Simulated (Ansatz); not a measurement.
System: CsGeBr3 (Pm-3m, No. 221, 5 atoms in the cell; start mp-570223; high-temperature phase). Method: G0W0@HSE06 in Ansatz (hard PAW, contour deformation, complete-basis limit).

Settings: largest k mesh 4×4×4 (not extrapolated in the mesh).

Cell (relaxed with PBEsol):

```cif
data_Br3CsGe
_chemical_formula_sum 'Cs1 Ge1 Br3'
_space_group_name_H-M_alt 'P 1'
_space_group_IT_number 1
_cell_length_a 5.49111
_cell_length_b 5.49111
_cell_length_c 5.49111
_cell_angle_alpha 90.000
_cell_angle_beta 90.000
_cell_angle_gamma 90.000
loop_
_space_group_symop_operation_xyz
  'x, y, z'
loop_
_atom_site_label
_atom_site_type_symbol
_atom_site_fract_x
_atom_site_fract_y
_atom_site_fract_z
_atom_site_occupancy
Cs1 Cs 0.00000 0.00000 0.00000 1
Ge1 Ge 0.50000 0.50000 0.50000 1
Br1 Br 0.50000 0.50000 0.00000 1
Br2 Br 0.00000 0.50000 0.50000 1
Br3 Br 0.50000 0.00000 0.50000 1
```

### Question
Predict the band gap.

### Answer

band gap: 1.42 eV

Note: filled d or f shells below the valence bands can shift G0W0 gaps through exchange with them, which wasn't tested here; GW on a hybrid start was not checked against another program; held by symmetry at 0 K, a high-temperature phase can be a saddle point; the gap holds a correction of +0.35 eV to the complete basis.

Spin–orbit coupling is not included.

The computed numbers hold no vibrational or temperature effects.

A start named mp-… is a Materials Project structure, which need not be a measured phase.

Ansatz is a first-principles code.
